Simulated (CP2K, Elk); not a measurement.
A CP2K input for a self-consistent single point of MgTe (F-43m, 2 atoms in the cell) (DFT PBE, GPW, DZVP-MOLOPT-SR-GTH basis, GTH-PBE potentials (GTH_POTENTIALS)):

```
&GLOBAL
  PROJECT mgte
  RUN_TYPE ENERGY_FORCE
  PRINT_LEVEL LOW
&END GLOBAL
&FORCE_EVAL
  METHOD Quickstep
  STRESS_TENSOR ANALYTICAL
  &DFT
    BASIS_SET_FILE_NAME BASIS_MOLOPT
    POTENTIAL_FILE_NAME GTH_POTENTIALS
    &QS
      METHOD GPW
      EPS_DEFAULT 1E-10
    &END QS
    &MGRID
      CUTOFF 1000
      REL_CUTOFF 50
      NGRIDS 5
    &END MGRID
    &SCF
      SCF_GUESS ATOMIC
      EPS_SCF 1E-6
      MAX_SCF 100
      ADDED_MOS 4
      &DIAGONALIZATION
        ALGORITHM STANDARD
      &END DIAGONALIZATION
      &MIXING
        METHOD BROYDEN_MIXING
        ALPHA 0.3
        NBUFFER 12
        BETA 1
      &END MIXING
      &SMEAR ON
        METHOD FERMI_DIRAC
        ELECTRONIC_TEMPERATURE [K] 580.23
      &END SMEAR
    &END SCF
    &KPOINTS
      SCHEME MONKHORST-PACK 7 7 7
    &END KPOINTS
    &XC
      &XC_FUNCTIONAL PBE
      &END XC_FUNCTIONAL
    &END XC
    &PRINT
      &MO
        EIGENVALUES T
        OCCUPATION_NUMBERS T
        NDIGITS 8
        FILENAME mo
        &EACH
          QS_SCF 0
        &END EACH
        ADD_LAST NUMERIC
      &END MO
      &MULLIKEN OFF
      &END MULLIKEN
    &END PRINT
  &END DFT
  &SUBSYS
    &CELL
      A 4.44883300 0.00000000 0.00000000
      B 2.22441700 3.85280200 0.00000000
      C 2.22441700 1.28426700 3.63245700
      PERIODIC XYZ
    &END CELL
    &COORD
      Mg       0.00000000     0.00000000     0.00000000
      Te       2.22441675     1.28426725     0.90811425
    &END COORD
    &KIND Mg
      BASIS_SET DZVP-MOLOPT-SR-GTH-q10
      POTENTIAL GTH-PBE-q10
    &END KIND
    &KIND Te
      BASIS_SET DZVP-MOLOPT-SR-GTH-q6
      POTENTIAL GTH-PBE-q6
    &END KIND
  &END SUBSYS
  &PRINT
    &FORCES ON
    &END FORCES
    &STRESS_TENSOR ON
    &END STRESS_TENSOR
  &END PRINT
&END FORCE_EVAL
```

### Question
Give the Elk input for the same structure, mesh, smearing and functional.

### Answer
One input that does it (others would too):

```
tasks
  0

xctype
  20

tforce
  .true.

rgkmax
  7.5

gmaxvr
  18.0

lmaxapw
  10

lmaxo
  8

nxlo
  2

lorbcnd
  .true.

lradstp
  2

nrmtscf
  2.0

lmaxi
  4

swidth
  0.00183747

maxscl
  100

scale
  1.889726125

avec
    0.0000000000    3.1458000000    3.1458000000
    3.1458000000    0.0000000000    3.1458000000
    3.1458000000    3.1458000000    0.0000000000

sppath
  'species/'

atoms
  2
  'Mg.in'
  1
  0.0000000000  0.0000000000  0.0000000000    0.0 0.0 0.0
  'Te.in'
  1
  0.2500000000  0.2500000000  0.2500000000    0.0 0.0 0.0

ngridk
  7 7 7
```

Basis, cutoffs, solver keys and any potentials are the target program's own. This input uses DFT, PBE, all-electron FP-LAPW, Elk's shipped species files, APW+lo basis with extra local orbitals. Both were run: largest force 0.002 eV/Å in CP2K and 0.000 in Elk; gap on the mesh 2.614 eV in CP2K and 2.788 in Elk.

On Elk: the starting cell has typed, rounded lattice constants, without a prior relaxation at this level. For this run, on top of that: lattice scaled by 0.98. Spin-orbit coupling is off. Values depend on the basis (sphere radii, cutoffs, local orbitals), which need not be converged.

On CP2K: the starting cell has typed, rounded lattice constants, without a prior relaxation at this level. For this run, on top of that: lattice scaled by 0.98. Spin-orbit coupling is off. Values carry the incompleteness of an atom-centred basis. With a pressure of about 5 GPa the cell is away from its equilibrium volume at this level.
